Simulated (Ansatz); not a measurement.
System: ZnS (model structure, started from the BeO type, P4₂/mnm, No. 136, 8 atoms in the cell). Method: r²SCAN (PAW; Ansatz, an electronic-structure program).

Numerical settings: plane-wave cutoff 560 eV, 6×6×10 k mesh (along the axes of the cell as run), Fermi–Dirac smearing 0.01 eV, scalar-relativistic PAW data made under PBE.

Cell (relaxed with PBEsol):

```cif
data_S4Zn4
_chemical_formula_sum 'Zn4 S4'
_space_group_name_H-M_alt 'P42/mnm'
_space_group_IT_number 136
_space_group_name_Hall '-P 4n 2n'
_cell_length_a 6.51771
_cell_length_b 6.51771
_cell_length_c 3.80789
_cell_angle_alpha 90.000
_cell_angle_beta 90.000
_cell_angle_gamma 90.000
loop_
_atom_site_label
_atom_site_type_symbol
_atom_site_symmetry_multiplicity
_atom_site_Wyckoff_symbol
_atom_site_fract_x
_atom_site_fract_y
_atom_site_fract_z
_atom_site_occupancy
Zn1 Zn 4 g 0.17477 0.17477 0.50000 1
S1 S 4 f 0.31358 0.31358 0.00000 1
```

What does this level give for the band gap?


band gap: 2.94 eV (direct)

Note: the relaxation could raise the start's symmetry but not lower it, so the cell can be a saddle point; cell and atoms aren't relaxed at this level (pressure 1.3 GPa).

The computed numbers hold no vibrational or temperature effects.

A model structure was made by putting elements into a prototype or built by hand; it is no filed structure, need not be a known phase, and can be a saddle point held by its symmetry.
